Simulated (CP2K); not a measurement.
**Short convergence ladders for TaOs₃ (P4mm, 4 atoms in the cell)**

```xyz
4
Lattice="3.9032 0.0000 0.0000 0.0000 3.9032 0.0000 0.0000 0.0000 3.9032" Properties=species:S:1:pos:R:3 pbc="T T T"
Ta     0.0000     0.0000     0.0500
Os     0.0000     1.9516     1.9516
Os     1.9516     0.0000     1.9516
Os     1.9516     1.9516     0.0000
```

Base method: CP2K with LDA (Pade form), GPW, DZVP-MOLOPT-SR-GTH basis, GTH-PADE potentials (GTH_POTENTIALS).

Base settings: CUTOFF = 500 Ry; REL_CUTOFF = 50 Ry; SMEAR/METHOD = FERMI_DIRAC; ELECTRONIC_TEMPERATURE = 1160.45 K; KPOINTS/SCHEME = MONKHORST-PACK 4 4 4; GAMMA_CENTERED = T; XC_FUNCTIONAL = PADE; Ta/BASIS_SET = DZVP-MOLOPT-SR-GTH-q13; Ta/POTENTIAL = GTH-PADE-q13; Os/BASIS_SET = DZVP-MOLOPT-SR-GTH-q16.

**Shifted k-point meshes**

In this ladder: GAMMA_CENTERED = default.

Only quantities that move along the ladder and can be compared are tabulated.

```csv
KPOINTS/SCHEME,free energy less the last step's (meV/atom),pressure (GPa),largest difference of a force vector from the last step's (eV/Å)
MONKHORST-PACK 2 2 2,-7.15,-26.49,0.520
MACDONALD 3 3 3 0.1666666667 0.1666666667 0.1666666667,10.89,-30.00,0.087
MONKHORST-PACK 4 4 4,26.70,-28.91,0.034
MONKHORST-PACK 6 6 6,4.99,-29.02,0.032
MONKHORST-PACK 8 8 8,3.34,-29.49,0.009
MACDONALD 9 9 9 0.05555555556 0.05555555556 0.05555555556,0.00,-29.47,0.000
```

Coarsest KPOINTS/SCHEME that holds the free energy within 2 meV/atom: not settled: the last two steps still differ by 3.3 meV/atom, over half the tolerance, so the ladder does not show it.

Coarsest KPOINTS/SCHEME that holds the forces within 0.02 eV/Å of the last step, with all finer ones: MONKHORST-PACK 8 8 8; the step before is off by 0.032 eV/Å.

Coarsest KPOINTS/SCHEME that holds the pressure within 1 GPa of the last step, with all finer ones: MACDONALD 3 3 3 0.1666666667 0.1666666667 0.1666666667; the step before is off by 3.0 GPa.

**The k-point mesh at a smearing width of 0.05 eV**

In this ladder: ELECTRONIC_TEMPERATURE = 580.23 K. Moved along: GAMMA_CENTERED.

The second cell is the first with its lattice scaled by 0.98.

Only quantities that move along the ladder and can be compared are tabulated.

```csv
KPOINTS/SCHEME,free energy less the last step's (meV/atom),energy of the compressed cell less the first (meV/atom),pressure (GPa),largest difference of a force vector from the last step's (eV/Å)
MONKHORST-PACK 3 3 3,-61.05,-105.49,-29.89,0.116
MONKHORST-PACK 4 4 4,33.79,-98.75,-28.50,0.114
MONKHORST-PACK 5 5 5,-2.22,-103.85,-29.49,0.031
MONKHORST-PACK 6 6 6,-2.65,-106.74,-29.90,0.022
MONKHORST-PACK 8 8 8,0.00,-103.35,-29.32,0.000
```

Coarsest KPOINTS/SCHEME that holds the energy of the compressed cell less the first within 1 meV/atom: not settled: the last two steps still differ by 3.4 meV/atom, over half the tolerance, so the ladder does not show it.

Coarsest KPOINTS/SCHEME that holds the free energy within 5 meV/atom: not settled: the last two steps still differ by 2.7 meV/atom, over half the tolerance, so the ladder does not show it.

Coarsest KPOINTS/SCHEME that holds the forces within 0.02 eV/Å: not settled: the last two steps still differ by 0.022 eV/Å, over half the tolerance, so the ladder does not show it.

**The width of Gaussian smearing**

In this ladder: SMEAR/METHOD = GAUSSIAN; ELECTRONIC_TEMPERATURE = default; KPOINTS/SCHEME = MONKHORST-PACK 7 7 7; GAMMA_CENTERED = default.

Narrow widths need finer meshes than wide ones, so the last steps can hold mesh noise.

Only quantities that move along the ladder and can be compared are tabulated; pressure and forces are left out, as mesh noise rules them at narrow widths.

```csv
SIGMA,free energy less the last step's (meV/atom),energy extrapolated to zero width less the last step's (meV/atom)
1 eV,-207.53,-12.89
0.5 eV,-54.23,-2.34
0.3 eV,-18.62,-0.17
0.1 eV,0.00,0.00
```

Widest SIGMA that holds the free energy within 5 meV/atom: not settled: the last two steps still differ by 19 meV/atom, over half the tolerance, so the ladder does not show it.

Widest SIGMA that holds the energy extrapolated to zero width within 1 meV/atom of the last step, with all finer ones: 0.3 eV; the step before is off by 2.3 meV/atom.

The extrapolation to zero width removes most of the smearing's effect on the energy.

On the base run: the starting cell comes from a database of computed structures (which also holds hypothetical and non-ambient phases and stackings), without a prior relaxation at this level. Its lattice was rescaled by up to half a per cent. One atom was moved a little off its site on purpose. Spin polarisation is off. Values carry the incompleteness of an atom-centred basis. In the base run, with a pressure of about -28 GPa the cell is away from its equilibrium volume at this level. Without a gap this mesh is coarse (it stands for a supercell whose shortest vector is 16 Å).

Left out of this page: 2 runs of the series outside the window shown, repeating another row's setting, or not comparable.
